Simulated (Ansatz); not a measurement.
Take CsPbBr$_{3}$ in the cubic perovskite structure (space group Pm-3m, No. 221) as the base.

```xyz
5
Lattice="6.0028 0.0000 0.0000 0.0000 6.0028 0.0000 0.0000 0.0000 6.0028" Properties=species:S:1:pos:R:3 pbc="T T T"
Cs     0.0000     0.0000     0.0000
Pb     3.0014     3.0014     3.0014
Br     3.0014     0.0000     3.0014
Br     0.0000     3.0014     3.0014
Br     3.0014     3.0014     0.0000
```

The values are results of DFT with PBE, PAW potentials and a 420 eV plane-wave cutoff in Ansatz (an electronic-structure program), no SOC, not measurements.

Strains are applied to the cell and any free atomic positions relax.

One change was made to it. Results:

The pressure goes from zero to -1.11 GPa; the electron mass (degenerate bands, along [100]) changes from 0.091, 0.84, 0.84 mₑ (at R) to 0.10, 0.93, 0.93 mₑ (at R); the energy goes up by 12 meV/atom; the width of the top valence band decreases by 0.397 eV to 1.27 eV.

**Question.** Name the change that was made.
A) isotropic strain +1.20 %
B) isotropic strain +3.00 %
C) isotropic strain +0.60 %
D) isotropic strain +2.40 %

**Answer.** D, isotropic strain +2.40 %. For comparison, the electron mass in the other runs: isotropic strain +3.00 % gives 0.10, 0.96, 0.96 mₑ (at R); isotropic strain +0.60 % gives 0.093, 0.86, 0.86 mₑ (at R); isotropic strain +1.20 % gives 0.096, 0.89, 0.89 mₑ (at R).

With Pb present, leaving out spin-orbit coupling can change the band edges. The levels and masses belong to the bands next to the band gap. Masses are band curvatures over ±0.01 Å⁻¹ around the edge. Whether these cells are dynamically stable was not tested. Many cubic perovskites are stable only at high temperature; tilts and polar distortions were not tested. This is not the structure that CsPbBr3 has at room temperature and ambient pressure.
